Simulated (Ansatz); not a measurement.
Al (fcc), cell Al32, begun in the crystal structure [in the run: it stayed crystalline; mean temperature 289 K (target 300 K)]; MD at a mean temperature of 289 K and a mean pressure of 0.0 GPa, 3.4 ps sampled (in preparation the cell's shape was held), k-points: 2x2x2 mesh shifted by half a step, no spin polarisation or spin-orbit coupling.

Prepared at the same level. On the run's last frame a denser k-mesh moved the forces by 0.068 eV/Å rms, the static pressure by -0.35 GPa and the free energy by -61 meV/atom, which is about how far such values are converged. Warnings of the run: stress scf threshold loose, symmetry auto disabled.

Q: Estimate the Al-Al-Al angle; first peak of g(r) that Ansatz (a first-principles code) with r2SCAN returns for this input.

A: 
| Property | Result |
|---|---|
| Al-Al-Al angle | mean 98°, spread 35°, most frequent near 58° |
| first peak of g(r) | 2.83 Å, height 7.2 |
